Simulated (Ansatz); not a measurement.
## Zn, response to strain

Base system: Zn in the fcc (Cu type) structure (space group Fm-3m, No. 225; a cell from a computed database, its experimental status unchecked; relaxed with 0.1 eV smearing).

```yaml
crystal:
  lattice:
    - [0.00000, 1.91987, 1.91987]
    - [1.91987, 0.00000, 1.91987]
    - [1.91987, 1.91987, 0.00000]
  atoms:
    - { symbol: Zn, position: [0.00000, 0.00000, 0.00000] }
```

Cartesian axes are those of the cell as printed.

Strains are applied to the cell and any free atomic positions relax; under biaxial strain the out-of-plane vector relaxes too; under stress the whole cell relaxes.

The values are results of Ansatz (a quantum-chemistry and plane-wave program), PBEsol, PAW, cutoff 420 eV, no SOC, not measurements.

Notes on the quantities. energy relative to the base: free energy F; pressure: mean of the normal stresses, compression positive.

| case | energy relative to the base | pressure | volume per atom | space group |
|---|---|---|---|---|
| base | 0 meV/atom | 0.0 GPa | 14.15 Å³ | Fm-3m (No. 225) |
| biaxial strain +3.85 %, plane normal [001], relaxed out of plane | +13 meV/atom | -2.1 GPa | 14.57 Å³ | I4/mmm (No. 139) |
| biaxial strain −1.07 %, plane normal [110], relaxed out of plane | +0.2 meV/atom | 0.1 GPa | 14.15 Å³ | Immm (No. 71) |
| biaxial strain +0.77 %, plane normal [110], relaxed out of plane | +0.2 meV/atom | -0.1 GPa | 14.18 Å³ | Immm (No. 71) |
| biaxial strain +0.97 %, plane normal [110], relaxed out of plane | +0.3 meV/atom | -0.2 GPa | 14.19 Å³ | Immm (No. 71) |
| uniaxial stress, 8 GPa tension along x | +28 meV/atom | – | 14.73 Å³ | I4/mmm (No. 139) |
| tensor shear ε_xz = −3.88 % | -0.3 meV/atom | 0.4 GPa | 14.13 Å³ | Immm (No. 71) |

A biaxial case was relaxed in a doubled cell and then solved in the primitive one. Beyond what the load breaks, stability against distortions was not tested. This is not the structure that Zn has at room temperature and ambient pressure.
